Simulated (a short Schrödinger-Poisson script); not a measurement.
Stack: MOS inversion layer, Al2O3 on p-type Ge(100), at 400 K.

| layer | material | thickness (nm) | Na (cm⁻³) |
|---|---|---|---|
| 1 | Al2O3 | 2.4 | - |
| 2 | Ge | 420 | 9.6e17 |

Constants are typed, rounded textbook-type inputs, not results; the design itself was drawn at random and stands for no fabricated device. Al2O3: permittivity 9, conduction-band edge (eV) 2.65, gap (eV) 6.8, electron mass (mₑ) 0.3. Ge: permittivity 16, conduction-band edge (eV) 0, gap (eV) 0.664, Nv at 300 K (cm⁻³) 6e18.

Channel valleys (confinement mass, in-plane density-of-states mass, number): L4 0.12, 0.295, 4. At the gate the conduction-band edge of layer 1 lies 2.71 eV − eVg above the Fermi level of the channel; the field vanishes at the back. Gaps are held at their typed values at every temperature. Mesh 0.03 nm at interfaces.

From a short Schrödinger-Poisson script (our own, NumPy): 1D Poisson equation in equilibrium, electrons classical, Fermi-Dirac, parabolic valleys, classical holes, full ionisation, no traps, pinning or gate leakage.

The same stack at other levels of the model or other numerical settings:

| run | sheet density of all electrons at Vg = 0.9 V (cm⁻²) | sheet density of all electrons at Vg = 0.3 V (cm⁻²) | capacitance at Vg = 0.9 V (μF/cm²) | centroid of the channel electrons at Vg = 0.9 V (nm) | rough cost against the base |
|---|---|---|---|---|---|
| base | 1.07e13 | 1.60e12 | 2.65 | 0.91 | about 1 |
| electrons treated as classical, Boltzmann | 1.20e13 | 1.71e12 | 3.01 | 0.58 | 0.2 |
| electrons treated as quantum, Hartree | 8.36e12 | 7.11e11 | 2.38 | 2.14 | 5 |
| mesh six times as coarse | 1.05e13 | 1.55e12 | 2.61 | 0.99 | 0.3 |

The classical rows ignore confinement, and Boltzmann statistics overrate the density once the band edge passes the Fermi level.

Only the L valleys are kept; under strong confinement the Δ valleys of Ge fill too.
